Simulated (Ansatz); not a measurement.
Take W in the bcc (W type) structure (space group Im-3m, No. 229; a = 3.184 Å; relaxed with 0.1 eV smearing) as the base.

(Cell as relaxed with PBE.)

Levels (all Ansatz, an electronic-structure program, PAW): PBE (420 eV, scalar-relativistic without spin-orbit coupling); r2SCAN (500 eV, spin-orbit coupling left out).

Each level relaxes its own structure.

| base | PBE | r2SCAN |
|---|---|---|
| volume per atom | 16.14 Å³ | 15.91 Å³ |
| lattice parameter a | 3.184 Å | 3.169 Å |
| band gap | zero | zero |

Modification: every lattice vector is stretched by 2.55 %; the atoms relax in the strained cell.

| quantity | PBE | r2SCAN |
|---|---|---|
| energy relative to the base (free energy F) | +82 meV/atom | +86 meV/atom |
| pressure | -19.5 GPa | -20.6 GPa |
| band gap | zero | zero |

PBE's energy relative to the base lies 3.5 meV/atom below r2SCAN's; PBE's pressure lies 1.1 GPa above r2SCAN's; the two agree on the band gap. Neither level is exact; r2SCAN is the comparison here, not a measurement.

Whether these cells are dynamically stable was not tested. The final runs are not spin-polarised.
